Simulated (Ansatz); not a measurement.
# A computed series for NaVSe2: response to strain

Consider NaVSe2 (space group R-3m, No. 166; a = 3.7039 Å, c = 20.4647 Å (hexagonal axes); ferromagnetic; a model cell, its experimental status unchecked; relaxed with 0.1 eV smearing). Axes: x lies along a and z along c of the hexagonal cell.

Strains are applied to the cell and any free atomic positions relax; under biaxial strain the out-of-plane vector relaxes too.

The values are results of Ansatz (a program for electronic structure) PBEsol, without spin-orbit coupling, not measurements.

```csv
"biaxial strain, plane normal [001], relaxed out of plane (%)",out-of-plane strain (%)
-3.75,3.47
-2.11,1.91
-0.8,0.71
-0.72,?
0,0.00
```

Q: Fit ε⊥ = −νε + γε² (strains in %) to the rows shown and predict the withheld row.

A: Least squares on the printed values gives ν = 0.88 (the biaxial Poisson response) and γ = 0.012 (largest residual 0.00 %); this predicts 0.64 %, and the run gives 0.64 %, in agreement.

Other magnetic orders, which the real material may have, were not ruled out. Stability against distortions was not tested.
